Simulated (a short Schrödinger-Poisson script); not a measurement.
System: MOS inversion layer, SiO2 on p-type Si(100), at 300 K.

From the gate side: 1.4 nm SiO2; 230 nm Si, acceptors 3.4e18 cm⁻³.

Constants are typed, rounded textbook-type inputs, not results; the design itself was drawn at random and stands for no fabricated device. SiO2: permittivity 3.9, conduction-band edge (eV) 3.15, gap (eV) 9, electron mass (mₑ) 0.5. Si: permittivity 11.7, conduction-band edge (eV) 0, gap (eV) 1.124, Nv at 300 K (cm⁻³) 3.1e19.

Channel valleys (confinement mass, in-plane density-of-states mass, number): Δ2 0.916, 0.19, 2; Δ4 0.19, 0.417, 4. At the gate the conduction-band edge of layer 1 lies 3.52 eV − eVg above the Fermi level of the channel; the field vanishes at the back. Gaps are held at their typed values at every temperature. Mesh 0.03 nm at interfaces.

Solved with a short Schrödinger-Poisson script written for these runs: 1D Poisson equation in equilibrium, electrons quantum, Hartree (BenDaniel-Duke, 12 states a valley, the channel's in-plane mass for all, wave functions free to enter the dielectric), parabolic valleys, classical holes, full ionisation, no traps, pinning or gate leakage.

```
Vg (V)  electrons (cm⁻²)  C (μF/cm²)  Δ2 E0 (meV from the Fermi level)  Δ4 E0 (meV from the Fermi level)
------  ----------------  ----------  --------------------------------  --------------------------------
0.75              1.24e9       0.443                             213.5                             298.9
0.8               5.50e9       0.452                             174.9                             261.4
0.85             2.37e10       0.510                             136.9                             224.5
0.9              9.16e10       0.708                             101.7                             190.3
0.95             2.72e11        1.05                              73.0                             162.7
1                5.86e11        1.35                              52.2                             142.9
1.05             9.99e11        1.55                              37.3                             129.0
1.1              1.47e12        1.67                              25.9                             118.7
1.15             1.99e12        1.75                              16.8                             110.5
1.2              2.52e12        1.80                               9.1                             103.8
1.25             3.08e12        1.84                               2.3                              98.1
1.3              3.65e12        1.87                              -3.6                              93.1
1.35             4.23e12        1.90                              -9.1                              88.6
1.4              4.82e12        1.92                             -14.1                              84.5
1.45             5.41e12        1.93                             -18.8                              80.8
1.5              6.01e12        1.95                             -23.3                              77.3
1.55             6.62e12        1.96                             -27.5                              74.0
1.6              7.23e12        1.97                             -31.5                              70.9
1.65             7.84e12        1.98                             -35.3                              68.0
1.7              8.45e12        1.99                             -39.0                              65.2
```

Gate voltages with under 1e9 electrons/cm² are left out.

Problem. At Vg = 1.7 V the lowest Δ2 subband lies at -39.0 meV from the Fermi level. How many electrons does it hold, and what share of all?

Solution. The two-dimensional density of states is g m/(πħ²) = 1.59e11 cm⁻² meV⁻¹ (both spins), kT = 25.9 meV, so n = D kT ln(1 + exp(−E/kT)) = 7.02e12 cm⁻², 0.83 of the 8.45e12 cm⁻² in all.

Problem. Compare the slope of the sheet density between 1.6 and 1.7 V with the geometric capacitance of the layers between gate and channel.

Solution. q Δn/ΔV = 1.95 μF/cm²; ε0/Σ(t/ε) = 2.47 μF/cm². The ratio is 0.79: the channel acts as a further capacitance in series.
